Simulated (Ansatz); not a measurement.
The starting structures come from a database of crystals and need not be the phases stable at ambient conditions.

Tunnelling through a barrier is set by its complex band structure: the current falls as exp(−2κd) with the smallest κ.

Here is the system:

```
CELL_PARAMETERS angstrom
      4.43654     0.00000     0.00000
      0.00000    10.77008     0.00000
      2.21827     0.00000     3.84215
ATOMIC_POSITIONS crystal
  La 0.66667 0.34381 0.66667
  La 0.33333 0.65619 0.33333
  Ge 0.00000 0.50000 0.00000
  I  0.33333 0.15372 0.33333
  I  0.66667 0.84628 0.66667
```

Space group of this cell: P-3m1. The cell was relaxed by PBE-D3(BJ).

Transport runs along the normal of the first two printed cell vectors, the (100) plane of the conventional cell.

The gap is the functional's own, uncorrected, and κ follows it; spin-orbit coupling is left out. Mid-gap values are interpolated between the computed energies.

**Question.** Estimate the band gap and the smallest decay constant κ at mid-gap that PBEsol in Ansatz (a first-principles code) returns for this system.

**Answer.** Gap 0.22 eV on a 8×4×8 mesh; κ = 0.046 1/Å, at (0.500, 0.000) of the in-plane reciprocal vectors. At the zone centre, at the nearest computed energy, the slowest state has κ = 0.10 1/Å.
